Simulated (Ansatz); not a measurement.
# Contacts of Cu

Plane-wave PAW runs of Ansatz (a quantum-chemistry and plane-wave program) at PBE, 420 eV, without spin–orbit coupling and spin-polarised for magnetic metals alone: periodic stacks cut from bulk faces, the metal strained to the host, one local minimum each, barriers from the potential line-up. PBE gaps are too small, so electron and hole barriers sum to less than measured.

```json
[
 {"metal face": "(1) Cu (001)", "host face": "C-dia (001)", "atoms; faces of host | metal; metal's strain (%)": "22; C/C | Cu/Cu; -1.6"},
 {"metal face": "(2) Cu (001)", "host face": "Si (001)", "atoms; faces of host | metal; metal's strain (%)": "54; Si/Si | Cu/Cu; -4.7"},
 {"metal face": "(3) Cu (001)", "host face": "SiO2-cr (001)", "atoms; faces of host | metal; metal's strain (%)": "46; Si/Si | Cu/Cu; -1.0"},
 {"metal face": "(4) Cu (110)", "host face": "C-dia (110)", "atoms; faces of host | metal; metal's strain (%)": "32; C/C | Cu/Cu; -1.6"},
 {"metal face": "(5) Cu (111)", "host face": "C-dia (111)", "atoms; faces of host | metal; metal's strain (%)": "19; C/C | Cu/Cu; -1.6"},
 {"metal face": "(6) Cu (111)", "host face": "MgO-rs (111)", "atoms; faces of host | metal; metal's strain (%)": "53; O/O | Cu/Cu; +1.5"},
 {"metal face": "(7) Cu (111)", "host face": "SiC-3C (001)", "atoms; faces of host | metal; metal's strain (%)": "58; C/C | Cu/Cu; +0.5"},
 {"metal face": "(8) Cu (111)", "host face": "SiO2-q (001)", "atoms; faces of host | metal; metal's strain (%)": "45; Si/Si | Cu/Cu; -2.2"}
]
```

Question: Estimate the barriers.

Answer: 
```json
[
 {"metal face": "(1) Cu (001)", "host face": "C-dia (001)", "atoms; faces of host | metal; metal's strain (%)": "22; C/C | Cu/Cu; -1.6", "hole barrier (eV)": "0.53", "electron barrier (eV)": "3.60"},
 {"metal face": "(2) Cu (001)", "host face": "Si (001)", "atoms; faces of host | metal; metal's strain (%)": "54; Si/Si | Cu/Cu; -4.7", "hole barrier (eV)": "0.13", "electron barrier (eV)": "0.47"},
 {"metal face": "(3) Cu (001)", "host face": "SiO2-cr (001)", "atoms; faces of host | metal; metal's strain (%)": "46; Si/Si | Cu/Cu; -1.0", "hole barrier (eV)": "3.28", "electron barrier (eV)": "2.23"},
 {"metal face": "(4) Cu (110)", "host face": "C-dia (110)", "atoms; faces of host | metal; metal's strain (%)": "32; C/C | Cu/Cu; -1.6", "hole barrier (eV)": "0.65", "electron barrier (eV)": "3.48"},
 {"metal face": "(5) Cu (111)", "host face": "C-dia (111)", "atoms; faces of host | metal; metal's strain (%)": "19; C/C | Cu/Cu; -1.6", "hole barrier (eV)": "0.15", "electron barrier (eV)": "3.98"},
 {"metal face": "(6) Cu (111)", "host face": "MgO-rs (111)", "atoms; faces of host | metal; metal's strain (%)": "53; O/O | Cu/Cu; +1.5", "hole barrier (eV)": "0.96", "electron barrier (eV)": "3.51"},
 {"metal face": "(7) Cu (111)", "host face": "SiC-3C (001)", "atoms; faces of host | metal; metal's strain (%)": "58; C/C | Cu/Cu; +0.5", "hole barrier (eV)": "0.76", "electron barrier (eV)": "0.62"},
 {"metal face": "(8) Cu (111)", "host face": "SiO2-q (001)", "atoms; faces of host | metal; metal's strain (%)": "45; Si/Si | Cu/Cu; -2.2", "hole barrier (eV)": "3.39", "electron barrier (eV)": "2.30"}
]
```
